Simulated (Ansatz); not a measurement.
**Input and output of a self-consistent single point for Cr₂GeC (P6_3/mmc, 8 atoms in the cell) (Ansatz, an electronic-structure program)**

Computed with PBEsol, default PAW files made with PBE (plane waves; Ansatz).

Input:

Ansatz 0.2 input:
```yaml
crystal:
  lattice:
    - [2.982020, 0.000000, 0.000000]
    - [-1.491010, 2.582505, 0.000000]
    - [0.000000, 0.000000, 12.217430]
  atoms:
    - { symbol: Cr, position_ang: [1.491011, 0.860834, 7.193378], spin: 3.0 }
    - { symbol: Cr, position_ang: [-0.000001, 1.721671, 5.024052], spin: 3.0 }
    - { symbol: Cr, position_ang: [-0.000001, 1.721671, 1.084663], spin: 3.0 }
    - { symbol: Cr, position_ang: [1.491011, 0.860834, 11.132767], spin: 3.0 }
    - { symbol: Ge, position_ang: [1.491011, 0.860834, 3.054358] }
    - { symbol: Ge, position_ang: [-0.000001, 1.721671, 9.163073] }
    - { symbol: C, position_ang: [0.000000, 0.000000, 6.108715] }
    - { symbol: C, position_ang: [0.000000, 0.000000, 0.000000] }
kpoints:
  mp_grid:
    grid: [10, 10, 3]
hamiltonian:
  xc: pbesol
  pseudopotentials:
    kind: paw
magnetization:
  spin_polarized: true
scf:
  occupations:
    method: cold
    width: 0.0073 Ry
output:
  forces: true
  eigenvalues: true
  stress: true
```

Output, abridged:

```
WARN the atoms were moved onto the symmetric positions of the space group found under crystal.symmetry.tolerance 1.0e-5 (fractional …
WARN basis.ecutwfc = 420 eV, the default
WARN ansatz: RAYON_NUM_THREADS=1 ignored (pool sized by the plan → 1); use --threads N
Pseudopotentials: kind: paw
Pseudopotential: Cr, paw, valence charge 14
Pseudopotential: Ge, paw, valence charge 14
Pseudopotential: C, paw, valence charge 4
Crystal: 8 atoms, lattice volume = 94.087 Å³
Basis set: ecut = 420 eV, 1805 PW (Γ), exchange–correlation on 40×40×180 points (8 copies of the dense FFT grid, shifted against one another)
Bands: 63, of which v1, the nominal top of the filled ones, is band 46 counted from 1 (45 counted from 0)
Symmetry: 24 space group operations
Space group: P63/mmc (ITA 194), of the structure as read, at distance tolerance 4.5e-5 Å
Magnetic group: BNS 194.263 (UNI 1493), of the structure as read, at distance tolerance 4.5e-5 Å
k-points: 28 of 300
PAW frozen core: Cr, regenerated for the run's functional, and the local potential with it
PAW frozen core: Ge, regenerated for the run's functional, and the local potential with it
PAW frozen core: C, regenerated for the run's functional, and the local potential with it
Initial density: superposition of atomic densities (chi_scale 0.1, normalization cell, long waves kept (reshape's long-wave potential 0.21 eV rms))
Starting moments: Σ|m| = 12 μB on 4 of 8 sites
Initial wavefunctions: pseudopotential atomic-orbital guess
Eigensolver: davidson
Functional: x = pbesol(κ = 0.804, μ = 0.12345679012345678), c = pbesol(β = 0.046)
SCF iter   1: F=—  HF=-22411.084530 eV  |F-HF|=—  |Δ(HF+E_count)|=         —  Δρ=2.19e-1 (↑2.19e-1 ↓6.89e-2)  dr2=4.19e1  dr2_m=1.41e1  M=2.548 μB ∫|m|=2.882 μB  β_m=0.30  ethr=3.10e-3  ⟨swp⟩=5.9  Hψ=11504  notcnv=0
Mixer restart at iter 1: flushing history
all-band conjugate gradients solve this SCF's bands
preconditioner: auto → Kerker (q_TF=auto, 2.718 Å⁻¹)
spin=Collinear: Kerker preconditioning applied to the charge; magnetization (m = ρ↑ − ρ↓) channel mixes plain (no charge-response kernel on spin).
SCF iter   2: F=—  HF=-22401.198754 eV  |F-HF|=—  |Δ(HF+E_count)|=    9.89e0  Δρ=1.12e-1 (↑1.12e-1 ↓5.07e-2)  dr2=9.22e0  dr2_m=4.83e0  M=3.296 μB ∫|m|=3.669 μB  β_m=0.45  ethr=3.10e-3  ⟨swp⟩=2.9  Hψ=7267  notcnv=0  defer=452
   [... lines left out ...]
SCF iter  14: F=—  HF=-22397.852803 eV  |F-HF|=—  |Δ(HF+E_count)|=   3.83e-7  S|Δr|=    0.00e0  Δρ=1.21e-5 (↑1.21e-5 ↓9.49e-6)  dr2=1.72e-7  dr2_m=7.75e-8  M=2.531 μB ∫|m|=2.847 μB  β_m=0.85  ethr=3.66e-9  ⟨swp⟩=2.2  Hψ=4632  notcnv=0  defer=393
SCF iter  15: F=—  HF=-22397.852804 eV  |F-HF|=—  |Δ(HF+E_count)|=   5.87e-8  S|Δr|=    0.00e0  Δρ=7.02e-6 (↑7.02e-6 ↓4.58e-6)  dr2=1.01e-8  dr2_m=2.72e-8  M=2.531 μB ∫|m|=2.848 μB  β_m=0.93  ethr=1.09e-10  ⟨swp⟩=9.1  Hψ=12996  notcnv=0
SCF iter  16: F=—  HF=-22397.852804 eV  |F-HF|=—  |Δ(HF+E_count)|=   2.39e-8  S|Δr|=    0.00e0  Δρ=4.48e-6 (↑2.61e-6 ↓4.48e-6)  dr2=1.23e-8  dr2_m=8.69e-9  M=2.531 μB ∫|m|=2.848 μB  β_m=0.89  ethr=1.09e-11  ⟨swp⟩=3.0  Hψ=7940  notcnv=0
SCF iter  17: F=-22397.852804 eV  HF=-22397.852804 eV  |F-HF|=7.55e-9  |Δ(HF+E_count)|=   1.57e-9  S|Δr|=    0.00e0  Δρ=2.51e-6 (↑9.64e-7 ↓2.51e-6)  dr2=4.71e-9  dr2_m=1.77e-9  M=2.532 μB ∫|m|=2.849 μB  ethr=1.09e-11  ⟨swp⟩=3.0  Hψ=8002  notcnv=0
SCF 1 converged in 17 iterations: F = -22397.852804 eV  dr2 = 4.71e-9
Crystal: 8 atoms, lattice volume = 94.087 Å³
Initial density: read from a saved state, or passed on in memory by an earlier SCF of this step, an earlier step, the calling program or the single point that …
Starting moments: Σ|m| = 12 μB on 4 of 8 sites; this step starts from the density that it was given
Initial wavefunctions: those read from a saved state, or passed on in memory by an earlier step or the calling program
iter 1 solved again at ethr=2.35e-8 eV; its pass at ethr=3.10e-3 eV (dr2=2.16e-5 eV) is discarded
SCF iter   1: F=—  HF=-22397.864835 eV  |F-HF|=—  |Δ(HF+E_count)|=         —  Δρ=2.34e-4 (↑2.34e-4 ↓1.28e-4)  dr2=2.16e-5  dr2_m=2.12e-5  M=2.542 μB ∫|m|=2.856 μB  β_m=0.30  ethr=2.35e-8  ⟨swp⟩=1.0  Hψ=10767  notcnv=0
preconditioner: auto → Kerker (q_TF=auto, 2.718 Å⁻¹)
spin=Collinear: Kerker preconditioning applied to the charge; magnetization (m = ρ↑ − ρ↓) channel mixes plain (no charge-response kernel on spin).
iter 2 did not close the SCF: its close was put off for a magnetic moment that had not settled (scf_convergence_deferred on its scf_iter line)
SCF iter   2: F=-22397.864838 eV  HF=-22397.864836 eV  |F-HF|=2.19e-6  |Δ(HF+E_count)|=   8.62e-7  Δρ=1.67e-4 (↑1.67e-4 ↓1.22e-4)  dr2=7.07e-6  dr2_m=1.53e-5  M=2.543 μB ∫|m|=2.857 μB  β_m=0.65  ethr=2.35e-8  ⟨swp⟩=2.0  Hψ=6335  notcnv=0
iter 3 did not close the SCF: its close was put off for a magnetic moment that had not settled (scf_convergence_deferred on its scf_iter line)
SCF iter   3: F=-22397.864836 eV  HF=-22397.864847 eV  |F-HF|=1.04e-5  |Δ(HF+E_count)|=   1.09e-5  Δρ=1.36e-4 (↑1.36e-4 ↓3.70e-5)  dr2=1.18e-5  dr2_m=5.92e-6  M=2.548 μB ∫|m|=2.863 μB  β_m=0.71  ethr=7.69e-9  ⟨swp⟩=1.0  Hψ=9496  notcnv=0
SCF iter   4: F=-22397.864846 eV  HF=-22397.864848 eV  |F-HF|=2.07e-6  |Δ(HF+E_count)|=   1.03e-6  Δρ=7.06e-5 (↑2.46e-5 ↓7.06e-5)  dr2=2.48e-6  dr2_m=1.82e-6  M=2.551 μB ∫|m|=2.866 μB  ethr=7.69e-9  ⟨swp⟩=1.0  Hψ=9585  notcnv=0
   [... lines left out ...]
Crystal: 8 atoms, lattice volume = 94.087 Å³
preconditioner: auto → Kerker (q_TF=auto, 2.718 Å⁻¹)
spin=Collinear: Kerker preconditioning applied to the charge; magnetization (m = ρ↑ − ρ↓) channel mixes plain (no charge-response kernel on spin).
Crystal: 8 atoms, lattice volume = 94.087 Å³
preconditioner: auto → Kerker (q_TF=auto, 2.718 Å⁻¹)
spin=Collinear: Kerker preconditioning applied to the charge; magnetization (m = ρ↑ − ρ↓) channel mixes plain (no charge-response kernel on spin).
WARN: the starting moments were not kept: 2 of 4 ended reversed and 2 kept their direction, counting a site from 0.1 of the cell's largest site moment …
WARN: the input gives the sites of d and f metals, alone or with those of other elements on which it types a tenth of its largest moment or more, starting …
Absolute magnetization: 4.3614 μB (∫|ρ↑−ρ↓|, with the PAW one-centre terms)
Free energy (F): -22397.929519 eV
   [... lines left out ...]
--- Stress (GPa, compression-positive) ---
      -16.300641       0.000000       0.000000
        0.000000     -16.300641       0.000000
        0.000000       0.000000     -17.930382
  P = ⅓ Tr σ = -16.8439 GPa (-168.439 kbar)
  The stress holds the Pulay correction. Without it, at fixed plane waves, as pw.x and ABINIT print it: P = -17.0179 GPa
--- Band table (eV; the first three rows and the last of 56) ---
  k-point 0 ↑: bands = ["-56.4308", "-56.4307", "-55.3874", "-55.3873", "-27.9421", "-27.9387", "-27.8299", "-27.8299", "-27.8298", "-27.8298", "-26.8436", "-26.8436", "-26.8435", "-26.8435", "-26.8189", "-26.8152", "-8.9944", "-8.9944", "-8.9878", [...]
  k-point 1 ↑: bands = ["-56.4308", "-56.4307", "-55.3874", "-55.3873", "-27.9421", "-27.9387", "-27.8299", "-27.8299", "-27.8298", "-27.8298", "-26.8436", "-26.8436", "-26.8435", "-26.8435", "-26.8189", "-26.8152", "-8.9944", "-8.9944", "-8.9878", [...]
  k-point 2 ↑: bands = ["-56.4290", "-56.4289", "-55.3855", "-55.3854", "-27.9393", "-27.9361", "-27.8459", "-27.8457", "-27.8337", "-27.8336", "-26.8598", "-26.8597", "-26.8475", "-26.8474", "-26.8166", "-26.8130", "-8.9961", "-8.9895", "-8.9856", [...]
  k-point 27 ↓: bands = ["-56.4095", "-56.4095", "-55.3658", "-55.3658", "-27.9610", "-27.9608", "-27.9286", "-27.9283", "-27.9083", "-27.9063", "-26.9753", "-26.9750", "-26.9412", "-26.9409", "-26.7939", "-26.7917", "-8.9668", "-8.9603", "-8.9401", [...]
```

The run converged, with 37 iterations in all over 4 SCF loops.

The starting cell comes from a database of computed structures (which also holds hypothetical and non-ambient phases and stackings), without a prior relaxation at this level. The program's own search went on from the first solution to a lower state. The program warned that a starting moment was not kept. With a pressure of about -17 GPa the cell is away from its equilibrium volume at this level. Forces in this geometry exceed 1 eV/Å. Ansatz's pressure includes its estimate of the finite-basis (Pulay) stress.

Cost on one core of a shared machine: roughly 3 min.
